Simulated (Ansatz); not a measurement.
Consider GaCuSe2 in the chalcopyrite structure (space group I-42d, No. 122; a = 5.5700 Å, c = 11.0748 Å). Axes: x, y, z lie along a, b, c of the conventional cell.

Method: PBEsol (Ansatz, a quantum-chemistry and plane-wave program; PAW; 420 eV plane waves; no spin-orbit coupling).

Strains are applied to the cell and any free atomic positions relax; under biaxial strain the out-of-plane vector relaxes too.

One change was made to it. Results:

```csv
quantity,base,after
band gap,0.12 eV,0.17 eV
energy relative to the base (free energy F),0 meV/atom,+11 meV/atom
"valence-band top at Γ (three highest levels, from the VBM)","0.00, -0.09, -0.09 eV","0.00, 0.00, -0.12 eV"
```

Problem. Which of these changes matches the shifts?
A. biaxial strain −2.25 %, plane normal [001], relaxed out of plane
B. biaxial strain −1.50 %, plane normal [001], relaxed out of plane
C. biaxial strain −3.00 %, plane normal [001], relaxed out of plane

Solution. C, biaxial strain −3.00 %, plane normal [001], relaxed out of plane. For comparison, the energy relative to the base in the other runs: biaxial strain −1.50 %, plane normal [001], relaxed out of plane gives +2.6 meV/atom; biaxial strain −2.25 %, plane normal [001], relaxed out of plane gives +6.0 meV/atom.

Stability against distortions was not tested. All final runs are without spin polarisation. A zero or small gap of GaCuSe2 can be the functional's error rather than a property of the material.
